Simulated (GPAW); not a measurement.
Band structure of SrFe₂As₂ (I4/mmm, 5 atoms in the cell).

```
Sr(FeAs)2
1.0
   -1.96205     1.96205     5.83556
    1.96205    -1.96205     5.83556
    1.96205     1.96205    -5.83556
Sr Fe As
1 2 2
Direct
  0.00000   0.00000   0.00000
  0.25000   0.75000   0.50000
  0.75000   0.25000   0.50000
  0.64900   0.64900   0.00000
  0.35100   0.35100   0.00000
```

Method: PBEsol, GPAW PAW datasets PBEsol (made by gpaw-setup) (plane waves; GPAW 25.7.0).

Settings: mode = pw; ecut = 800 eV; xc = PBEsol; kpts = 6 6 6; mesh shift (steps) = 0 0 0; occupations.name = methfessel-paxton; occupations.width = 0.2 eV; occupations.order = 0; nbands = -9; convergence.forces = 0.001 eV/Å; symmetry.symmorphic = false; symmetry.tolerance = 0.0005; maxiter = 120; bandpath_npoints = 40.

The starting cell comes from a database of computed structures (which also holds hypothetical and non-ambient phases and stackings), without a prior relaxation at this level. Spin polarisation is off, so a magnetic state, if there is one, cannot be reached.

Levels in eV from the Fermi level, bands 15 to 22:
| point | 15 | 16 | 17 | 18 | 19 | 20 | 21 | 22 |
|---|---|---|---|---|---|---|---|---|
| Γ | -0.69 | -0.15 | -0.06 | -0.06 | 0.57 | 0.79 | 2.73 | 2.73 |
| X | -1.60 | -0.73 | -0.73 | -0.55 | -0.33 | -0.33 | 0.84 | 0.84 |
| Y | -1.57 | -0.75 | -0.64 | -0.48 | -0.34 | -0.25 | 0.84 | 0.90 |
| S | -1.11 | -1.01 | -0.94 | -0.23 | 0.68 | 1.19 | 2.20 | 2.35 |
| Z | -0.22 | -0.14 | 0.10 | 0.10 | 0.57 | 0.58 | 1.64 | 2.84 |
| S1 | -1.11 | -1.01 | -0.94 | -0.23 | 0.68 | 1.19 | 2.20 | 2.35 |
| N | -1.15 | -1.12 | -0.74 | -0.62 | 1.00 | 1.20 | 1.43 | 2.25 |
| P | -1.63 | -0.74 | -0.64 | -0.64 | -0.33 | -0.33 | 0.84 | 0.84 |
| Y1 | -1.57 | -0.75 | -0.64 | -0.48 | -0.34 | -0.25 | 0.84 | 0.90 |

Bands cross the Fermi level along this path, so the cell is metallic at this level.
